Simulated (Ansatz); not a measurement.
CsCl-type PrAg

These are r²SCAN in Ansatz (PAW) values and carry that method's errors.

Numerical settings: plane-wave cutoff 560 eV, 14×14×14 k mesh, Fermi–Dirac smearing 0.05 eV, spin-polarised with parallel moments, scalar-relativistic PAW data made under PBE.

Cell (relaxed at this level):

```xyz
2
Lattice="3.7972 0.0000 0.0000 0.0000 3.7972 0.0000 0.0000 0.0000 3.7972" Properties=species:S:1:pos:R:3 pbc="T T T"
Pr     1.8986     1.8986     1.8986
Ag     0.0000     0.0000     0.0000
```
Starting moments (μB, in the order of the record's atoms Pr Ag): 2.0 0.0.

* **bulk modulus B0**: 46.0 GPa

Note: the magnetic order was assumed, not searched for or taken from measurement; the bulk modulus is −V dP/dV from two relaxed cells at ±2 % in volume; the 4f shell is treated without U or exact exchange, so its levels and filling can be wrong.

Spin–orbit coupling is not included.

The result took very roughly 4 core-minutes.

Ansatz is a first-principles code.
